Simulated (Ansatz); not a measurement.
**What biaxial strain +1.00 %, plane normal [001], relaxed out of plane does to BP**

The reference is BP in the zinc blende structure (space group F-43m, No. 216; a = 4.4905 Å). Axes: x, y, z lie along the cube axes.

Now apply this change: biaxial strain +1.00 %, plane normal [001], relaxed out of plane (Cartesian); in-plane vectors clamped, the third vector and the atoms free.

All numbers come from LDA (Ansatz, a program for electronic structure, PAW, scalar-relativistic without spin-orbit coupling). Settings: 13×13×13 k-points, 0.05 eV Fermi–Dirac smearing.

```json
[
 {"quantity": "volume per atom", "base": "11.32 Å³", "changed": "11.49 Å³", "shift": "+0.17 Å³"},
 {"quantity": "space group", "base": "F-43m (No. 216)", "changed": "I-4m2 (No. 119)", "shift": "–"},
 {"quantity": "shortest interatomic distance", "base": "1.944 Å", "changed": "1.954 Å", "shift": "+0.010 Å"},
 {"quantity": "energy relative to the base (free energy F)", "base": "0 meV/atom", "changed": "+2.8 meV/atom", "shift": "+2.8 meV/atom"},
 {"quantity": "pressure (mean of the normal stresses, compression positive)", "base": "-0.01 GPa", "changed": "-2.60 GPa", "shift": "-2.59 GPa"},
 {"quantity": "band gap", "base": "1.14 eV", "changed": "0.95 eV", "shift": "-0.19 eV"},
 {"quantity": "gap character", "base": "–", "changed": "indirect, Γ → Γ–M (79 % along)", "shift": "–"},
 {"quantity": "smallest direct gap", "base": "3.43 eV", "changed": "3.25 eV", "shift": "-0.173 eV"},
 {"quantity": "electron mass", "base": "1.3 mₑ along k, 0.22 mₑ across (off the special points)", "changed": "1.3 mₑ along k, 0.22 mₑ across (off the special points)", "shift": "–"},
 {"quantity": "valence-band top at Γ (three highest levels, from the VBM)", "base": "0.00, 0.00, 0.00 eV", "changed": "0.00, -0.14, -0.14 eV", "shift": "–"},
 {"quantity": "out-of-plane strain", "base": "–", "changed": "-0.47 %", "shift": "–"},
 {"quantity": "ratio −ε⊥/ε∥", "base": "–", "changed": "0.47", "shift": "–"},
 {"quantity": "mean in-plane stress (compression positive)", "base": "–", "changed": "-3.9 GPa", "shift": "–"}
]
```

Cost of the whole job for the changed cell (relaxation, final SCF and bands): about 22 core-seconds (a rough figure).

Masses are band curvatures over ±0.01 Å⁻¹ around the edge. Along k means along the line from Γ to the band edge. No phonon test of stability was made. Labels are those of the standard path for the cell's own space group.
